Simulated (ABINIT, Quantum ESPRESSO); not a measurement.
A Quantum ESPRESSO input for a self-consistent single point of LaCu2Ge2 (I4/mmm, 5 atoms in the cell) (DFT, LDA (PZ), plane waves, PSlibrary ultrasoft (LDA) pseudopotentials):

```fortran
&CONTROL
  calculation = 'scf',
  prefix = 'scf',
  outdir = './tmp/',
  pseudo_dir = './',
  tprnfor = .true.,
  tstress = .true.,
/
&SYSTEM
  ibrav = 0,
  nat = 5,
  ntyp = 3,
  ecutwfc = 85,
  ecutrho = 595,
  occupations = 'smearing',
  smearing = 'gauss',
  degauss = 0.0036749,
/
&ELECTRONS
  conv_thr = 1e-10,
  mixing_beta = 0.4,
/
ATOMIC_SPECIES
La   138.9055  La.pz-spfn-rrkjus_psl.1.0.0.UPF
Cu    63.5460  Cu.pz-dn-rrkjus_psl.1.0.0.UPF
Ge    72.6300  Ge.pz-n-rrkjus_psl.1.0.0.UPF
CELL_PARAMETERS {angstrom}
  -2.11039500     2.11039500     5.06617500
   2.11039500    -2.11039500     5.06617500
   2.11039500     2.11039500    -5.06617500
ATOMIC_POSITIONS {alat}
La    0.00000000    0.00000000    0.00000000
Cu    0.35891454    0.00000000    0.43080178
Cu    0.00000000    0.35891454    0.43080178
Ge    0.00000000    0.00000000    1.07883106
Ge    0.00000000    0.00000000    0.64437608
K_POINTS {automatic}
7 7 7  0 0 0
```

Q: Translate this input to ABINIT.

A: One input that does it (others would too):

```
# La(CuGe)2, JTH v2.0 LDA PAW
pp_dirpath "./"
pseudos "La.LDA_PW-JTH.xml, Cu.LDA_PW-JTH.xml, Ge.LDA_PW-JTH.xml"
acell 3*1.0 Angstrom
rprim
        -2.1103950000    2.1103950000    5.0661750000
         2.1103950000   -2.1103950000    5.0661750000
         2.1103950000    2.1103950000   -5.0661750000
natom 5
ntypat 3
znucl 57 29 32
typat 1 2 2 3 3
xcart
         0.0000000000    0.0000000000    0.0000000000
         3.9880685648   -0.0000000000    4.7868416247
         0.0000000000    3.9880685648    4.7868416247
         0.0000000000   -0.0000000000   11.9874002703
         0.0000000000   -0.0000000000    7.1599662286
ecut 816 eV
pawecutdg 1633 eV
pawxcdev 0
ixc 7
occopt 7
tsmear 0.00183747
nband 49
kptopt 1
ngkpt 7 7 7
nshiftk 1
shiftk 0 0 0
nstep 60
tolvrs 1.0e-11
prtwf 0
prtden 0
enunit 1
```

Basis, cutoffs, solver keys and any potentials are the target program's own. This input uses DFT, LDA (PW92), plane waves, PAW (JTH v2.0 LDA PAW). LDA parametrisations can differ slightly between programs.

The starting cell comes from a database of computed structures (which also holds hypothetical and non-ambient phases and stackings), without a prior relaxation at this level.
